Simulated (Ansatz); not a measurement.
Here is the system:

```
GaCuSe2
1.0
   -2.70147     2.70147     5.37127
    2.70147    -2.70147     5.37127
    2.70147     2.70147    -5.37127
Ga Cu Se
2 2 4
Cartesian
  0.00000   0.00000   5.37127
  2.70147   0.00000   2.68563
  0.00000   0.00000   0.00000
  0.00000   2.70147   2.68563
  1.40067   1.35073   6.71409
  4.05220   1.30080  -1.34282
  1.30080   1.35073   1.34282
 -1.35073   1.40067   4.02845
```

No spin polarisation.

Computed with DFT with PBEsol, PAW potentials and a 420 eV plane-wave cutoff in Ansatz (an electronic-structure program), scalar-relativistic without spin-orbit coupling. k-mesh 8×8×8 (Γ-centred); smearing 0.05 eV (Fermi–Dirac).

Task: Predict the hole mass, band gap, electron mass and gap character.

Result: The hole mass is 0.064 mₑ along c, 0.50 mₑ across (at Γ) and the band gap is 0.53 eV. The electron mass is 0.059 mₑ along c, 0.065 mₑ across (at Γ) and the gap character is direct at Γ.

The cells carry an imposed strain or load. Effective masses come from finite differences of ±0.01 Å⁻¹. Whether these cells are dynamically stable was not tested. All final runs are without spin polarisation. The cell was made from GaCuSe₂ in the chalcopyrite structure (space group I-42d, No. 122) by this change: isotropic strain −3.00 %.
